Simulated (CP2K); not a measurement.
Band structure of Cs3Bi2 (C2/c, 10 atoms in the cell).

```
Cs3Bi2
1.0
    7.10652     0.00000     0.00000
   -0.16908     7.10450     0.00000
   -1.83219    -1.87631     9.64572
Bi Cs
4 6
Direct
  0.31344   0.87770   0.16040
  0.12230   0.68656   0.33960
  0.68656   0.12230   0.83960
  0.87770   0.31344   0.66040
  0.66429   0.75921   0.48516
  0.24079   0.33571   0.01484
  0.33571   0.24079   0.51484
  0.75921   0.66429   0.98516
  0.83937   0.16063   0.25000
  0.16063   0.83937   0.75000
```

Method of the run: PBEsol, GPW, DZVP-MOLOPT-SR-GTH basis, GTH-PBE potentials (GTH_POTENTIALS) run with CP2K.

Settings: CUTOFF = 500 Ry; REL_CUTOFF = 60 Ry; SMEAR/METHOD = MARZARI_VANDERBILT; SIGMA = 0.136 eV; KPOINTS/SCHEME = MONKHORST-PACK 4 4 3; GAMMA_CENTERED = T; XC_FUNCTIONAL = PBE:PBESOL; Bi/BASIS_SET = DZVP-MOLOPT-SR-GTH; Bi/POTENTIAL = GTH-PBE-q5; Cs/BASIS_SET = DZVP-MOLOPT-SR-GTH; Cs/POTENTIAL = GTH-PBE-q9; METHOD = GPW; EPS_DEFAULT = 1e-10; EXTRAPOLATION = USE_GUESS.

The starting cell comes from a database of published, mostly measured structures (it also holds non-ambient and calculated ones), without a prior relaxation at this level. Its lattice was rescaled by a random factor within 2.5 % of one. Spin-orbit coupling is off. Values carry the incompleteness of an atom-centred basis. The potentials were made for another functional than the one used.

Levels in eV from the Fermi level, bands 34 to 39:
| point | 34 | 35 | 36 | 37 | 38 | 39 |
|---|---|---|---|---|---|---|
| Γ | -1.20 | -0.49 | -0.48 | -0.30 | -0.02 | 1.04 |
| Y | -1.02 | -0.55 | -0.40 | 0.07 | 0.09 | 1.04 |
| F | -1.15 | -0.25 | -0.23 | 0.02 | 0.05 | 1.22 |
| L | -1.21 | -0.14 | -0.14 | -0.04 | -0.04 | 1.36 |
| Z | -1.17 | -0.28 | -0.28 | -0.10 | -0.10 | 1.48 |
| H | -1.12 | -0.33 | -0.30 | 0.05 | 0.11 | 1.32 |
| Y1 | -1.02 | -0.55 | -0.40 | 0.07 | 0.09 | 1.04 |
| X | -1.02 | -0.56 | -0.41 | 0.08 | 0.09 | 1.04 |

Bands cross the Fermi level along this path, so the cell is metallic at this level.

Higher empty bands are left out: an atom-centred basis made for the valence describes them poorly.
